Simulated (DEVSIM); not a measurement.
Device: Au/HfO2/SiO2/p-Si capacitor, at 300 K.

```
layer (left to right)  material  thickness (nm)  Na (cm⁻³)
---------------------  --------  --------------  ---------
1                          HfO2            2.60          -
2                          SiO2           0.540          -
3                            Si            8600     4.5e15
```

Metal gate on the left, work function 5.1 eV. Fixed charge at the semiconductor interface 2.1e10 cm⁻² (in units of +e); no interface traps.

The device is made up for the run: typed textbook-type constants, with dimensions and the other settings drawn at random. Values at 300 K.

| parameter | HfO2 | SiO2 | Si |
|---|---|---|---|
| gap (eV) | 5.7 | 9 | 1.124 |
| affinity (eV) | 2.5 | 0.9 | 4.05 |
| permittivity | 22 | 3.9 | 11.7 |
| Nc (cm⁻³) | - | - | 2.86e19 |
| Nv (cm⁻³) | - | - | 3.1e19 |

Simulated with DEVSIM: 1D Poisson equation in equilibrium, Boltzmann statistics, complete ionisation; no quantum confinement or tunnelling. Metal contacts follow the ideal Schottky-Mott rule: no Fermi-level pinning, no interface dipoles.

### Question
Tabulate band edges, carrier densities and field at 0.6 V on the gate.

### Answer
Energies count from the Fermi level of the right contact; mesh points crowd at the junctions.

| x (μm) | Ec (eV) | Ev (eV) | n (cm⁻³) | p (cm⁻³) | field (V/cm) |
|---|---|---|---|---|---|
| 0.000 | 2.000 | -3.700 | < 1e2 | < 1e2 | 11000 |
| 0.001032 | 2.001 | -3.699 | < 1e2 | < 1e2 | 11000 |
| 0.002063 | 2.002 | -3.698 | < 1e2 | < 1e2 | 11000 |
| 0.002853 | 3.604 | -5.396 | < 1e2 | < 1e2 | 62000 |
| 0.004189 | 0.459 | -0.665 | 5.6e11 | 2.1e8 | 24000 |
| 0.007135 | 0.466 | -0.658 | 4.3e11 | 2.7e8 | 24000 |
| 0.01401 | 0.482 | -0.642 | 2.3e11 | 5.1e8 | 23000 |
| 0.03879 | 0.537 | -0.587 | 2.7e10 | 4.3e9 | 22000 |
| 0.08786 | 0.634 | -0.490 | 6.3e8 | 1.9e11 | 18000 |
| 0.2024 | 0.796 | -0.328 | 1200000 | 9.6e13 | 10000 |
| 0.4696 | 0.893 | -0.231 | 28000 | 4.1e15 | 370 |
| 1.482 | 0.896 | -0.228 | 26000 | 4.5e15 | ≈ 0 |
| 3.456 | 0.896 | -0.228 | 26000 | 4.5e15 | ≈ 0 |
| 6.267 | 0.896 | -0.228 | 26000 | 4.5e15 | ≈ 0 |
| 7.841 | 0.896 | -0.228 | 26000 | 4.5e15 | ≈ 0 |
| 8.277 | 0.896 | -0.228 | 26000 | 4.5e15 | ≈ 0 |
| 8.464 | 0.896 | -0.228 | 26000 | 4.5e15 | ≈ 0 |
| 8.544 | 0.896 | -0.228 | 26000 | 4.5e15 | ≈ 0 |
| 8.585 | 0.896 | -0.228 | 26000 | 4.5e15 | ≈ 0 |
| 8.596 | 0.896 | -0.228 | 26000 | 4.5e15 | ≈ 0 |
| 8.601 | 0.896 | -0.228 | 26000 | 4.5e15 | ≈ 0 |
| 8.603 | 0.896 | -0.228 | 26000 | 4.5e15 | ≈ 0 |
